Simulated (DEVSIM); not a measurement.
Device: abrupt GaP n-p junction, at 300 K.

Layer 1 from the left is GaP, thickness (μm) 0.960, Nd (cm⁻³) 4.9e17, τn (s) 2.5e-6, τp (s) 2.5e-6. Layer 2 from the left is GaP, thickness (μm) 5.70, Na (cm⁻³) 5.7e14, τn (s) 2.5e-6, τp (s) 2.5e-6.

Left contact: ohmic. Right contact: ohmic. Voltage is applied to the left contact. Recombination: SRH at mid-gap, radiative. Mobility is constant in doping.

The device is made up for the run: typed textbook-type constants, with dimensions and the other settings drawn at random. Values at 300 K.

GaP: gap (eV) 2.26, affinity (eV) 3.8, permittivity 11.1, Nc (cm⁻³) 1.8e19, Nv (cm⁻³) 1.9e19, μn (cm²/Vs) 250, μp (cm²/Vs) 150, B (cm³/s) 1e-13.

Simulated with DEVSIM: 1D drift-diffusion, Boltzmann statistics, complete ionisation; no tunnelling, impact ionisation, image-force lowering or self-heating.

Dark forward current:

| |V| (V) | |J| (A/cm²) |
|---|---|
| 0.70 | 4.004e-13 |
| 0.75 | 1.082e-12 |
| 0.80 | 2.927e-12 |
| 0.85 | 7.934e-12 |
| 0.90 | 2.156e-11 |
| 0.95 | 5.875e-11 |
| 1.00 | 1.609e-10 |
| 1.05 | 4.444e-10 |
| 1.10 | 1.248e-9 |
| 1.15 | 3.629e-9 |
| 1.20 | 1.134e-8 |
| 1.25 | 4.031e-8 |
| 1.30 | 1.724e-7 |
| 1.35 | 8.903e-7 |
| 1.40 | 5.271e-6 |
| 1.45 | 3.366e-5 |
| 1.50 | 0.0002228 |
| 1.55 | 0.001496 |
| 1.60 | 0.01005 |
| 1.65 | 0.06596 |
| 1.70 | 0.3906 |
| 1.75 | 1.828 |
| 1.80 | 6.628 |
| 1.85 | 19.93 |
| 1.90 | 51.16 |
| 1.95 | 110.1 |

Work out the local ideality factor n = ΔV / (kT/q · ln(J2/J1)) between the rows 0.70 and 0.75 V, 1.55 and 1.60 V, 1.90 and 1.95 V.

kT/q = 25.85 mV. From 0.70 to 0.75 V: ln(1.082e-12/4.004e-13) = 0.994, n = 1.95, near the 2 of recombination in the depletion region. From 1.55 to 1.60 V: ln(0.01005/0.001496) = 1.905, n = 1.02, near the 1 of diffusion or emission over a barrier. From 1.90 to 1.95 V: ln(110.1/51.16) = 0.766, n = 2.52.

Estimate the current at 1.50 V from the Shockley equation with J0 = Σ q ni² D/(N L) coth(W/L), τ joining the SRH, radiative and Auger lifetimes that are on, and W taken as the whole layer.

ni² = 3.67 cm⁻⁶; holes in the n layer: μ = 150 cm²/Vs, D = 3.88 cm²/s, τ = 2.23e-6 s, L = 29.4 μm, W/L = 0.033, term 4.85e-32 A/cm²; electrons in the p layer: μ = 250 cm²/Vs, D = 6.46 cm²/s, τ = 2.50e-6 s, L = 40.2 μm, W/L = 0.14, term 1.18e-29 A/cm². J0 = 1.18e-29 A/cm², and J = J0 exp(qV/kT) = 0.000188 A/cm². The simulation gives 0.000223 A/cm²; the estimate lies 16 % below. The estimate leaves out recombination in the depletion region and that region's share of W.
